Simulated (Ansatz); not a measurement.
Start from C in the diamond structure (space group Fd-3m, No. 227; a = 3.5538 Å).

Computed with PBEsol (Ansatz, a quantum-chemistry and plane-wave program), without spin-orbit coupling.

For the base:

| Property | Value |
|---|---|
| Band gap | 4.03 eV |

Perturbation: the cell is scaled by 0.9750 in all directions, atoms relaxed at fixed cell.

Predict the new band gap.

The band gap goes up by 0.174 eV to 4.21 eV.

What does the calculation give for the energy relative to the base after the change?

The energy increases by 47 meV/atom.

The cells carry an imposed strain or load. Stability against distortions was not tested.
